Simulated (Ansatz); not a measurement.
Input:

```
ZrO2
1.0
    3.56310     0.00000     0.00000
    0.00000     3.56310     0.00000
    0.00000     0.00000     5.12073
Zr O
2 4
Direct
  0.00000   0.00000   0.00000
  0.50000   0.50000   0.50000
  0.00000   0.50000   0.20694
  0.00000   0.50000   0.70694
  0.50000   0.00000   0.29306
  0.50000   0.00000   0.79306
```

No spin polarisation.

A single point on ZrO2 with a change (pressure 4.5 GPa), its geometry relaxed with PBEsol.

Calculations: r2SCAN (Ansatz, an electronic-structure program, PAW, no SOC). k-mesh 9×9×7 (Γ-centred); smearing 0.05 eV (Fermi–Dirac).

Problem. What is the computed smallest direct gap?

Solution. 4.75 eV.

Problem. What is the computed band gap?

Solution. 4.62 eV.

Problem. Predict the gap character.

Solution. Indirect, A → Γ.

Single points use the geometry relaxed with PBEsol. Load acts through the strain it causes; cell and atoms are relaxed under it. Whether these cells are dynamically stable was not tested. The cell was made from ZrO$_{2}$ (space group P4_2/nmc, No. 137) by this change: pressure 4.5 GPa. This is not the structure that ZrO2 has at room temperature and ambient pressure.
